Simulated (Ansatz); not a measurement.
Base system: Cu in the fcc (Cu type) structure (space group Fm-3m, No. 225; a = 3.5768 Å; relaxed with 0.1 eV smearing). Axes: x, y, z lie along the cube axes.

Method: Ansatz (a program for electronic structure) r2SCAN, no spin-orbit coupling.

One thing is altered: the cell is stretched by 5.57 % along z with no lateral relaxation; the atoms relax in the strained cell.

**Question.** Estimate the effect on the energy relative to the base.

**Answer.** The energy rises by 20 meV/atom.

**Question.** Predict the new stress.

**Answer.** The stress (xx, yy, zz, yz, xz, xy; compression positive) is (-6.5, -6.5, -9.8, 0.0, 0.0, 0.0) GPa.

Whether these cells are dynamically stable was not tested. All final runs are without spin polarisation.
